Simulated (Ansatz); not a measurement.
SnC (model structure, started from the zincblende type, F-43m, No. 216, 2 atoms in the cell), treated with PBEsol (Ansatz, a first-principles code, plane waves, PAW).

Numerical settings: plane-wave cutoff 520 eV, 12×12×12 k mesh, Fermi–Dirac smearing 0.01 eV, scalar-relativistic PAW data made under PBE.

Cell (relaxed at this level):

```yaml
crystal:
  lattice:
    - [0.00000, 2.51701, 2.51701]
    - [2.51701, 0.00000, 2.51701]
    - [2.51701, 2.51701, 0.00000]
  atoms:
    - { symbol: C, position: [0.75000, 0.75000, 0.75000] }
    - { symbol: Sn, position: [0.00000, 0.00000, 0.00000] }
```

**Question.** Estimate the band gap and bulk modulus B0 that the calculation returns.

**Answer.** 
- band gap = 0.78 eV (on the SCF k mesh)
- bulk modulus B0 = 135 GPa

Note: the bulk modulus is −V dP/dV from two relaxed cells at ±2 % in volume; the relaxation could raise the start's symmetry but not lower it, so the cell can be a saddle point.

Spin–orbit coupling is not included.

Static lattice: no zero-point or thermal effects.

Cost on a shared machine: about 18 core-seconds (a rough figure).

A model structure was made by putting elements into a prototype or built by hand; it is no filed structure, need not be a known phase, and can be a saddle point held by its symmetry.
